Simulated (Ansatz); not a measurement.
The starting structures come from a database of crystals and need not be the phases stable at ambient conditions.

Inside the gap of an insulator the Bloch states are evanescent, with a wavenumber k + iκ along the transport direction.

Here is the system:

```yaml
crystal:
  lattice:
    - [4.54822, 0.00000, 0.00000]
    - [0.00000, 5.15703, 0.00000]
    - [0.00000, 0.00000, 7.59195]
  atoms:
    - { symbol: Se, position: [0.25688, 0.50000, 0.00028] }
    - { symbol: Se, position: [0.74312, 0.50000, 0.50028] }
    - { symbol: Se, position: [0.11816, 0.00000, 0.37531] }
    - { symbol: Se, position: [0.88184, 0.00000, 0.87531] }
    - { symbol: O, position: [0.74764, 0.00000, 0.67391] }
    - { symbol: O, position: [0.25236, 0.00000, 0.17391] }
    - { symbol: O, position: [0.84246, 0.25122, 0.33806] }
    - { symbol: O, position: [0.15754, 0.74878, 0.83806] }
    - { symbol: O, position: [0.84246, 0.74878, 0.33806] }
    - { symbol: O, position: [0.15754, 0.25122, 0.83806] }
    - { symbol: O, position: [0.38807, 0.50000, 0.46417] }
    - { symbol: O, position: [0.61193, 0.50000, 0.96417] }
```

Space group of this cell: Pmc2_1. The cell was relaxed by PBE-D3(BJ); by r2SCAN its mean pressure is -3.5 GPa.

Transport runs along the normal of the first two printed cell vectors.

The gap is the functional's own. No spin-orbit coupling. Mid-gap values are interpolated on the energy grid.

Question: Compute, with r2SCAN in Ansatz (an electronic-structure program), the band gap and the smallest decay constant κ at mid-gap.

Answer: Gap 3.92 eV on a 8×6×4 mesh; κ = 0.490 1/Å, at (0.500, 0.000) of the in-plane reciprocal vectors. At the zone centre, at the nearest computed energy, the slowest state has κ = 0.55 1/Å.
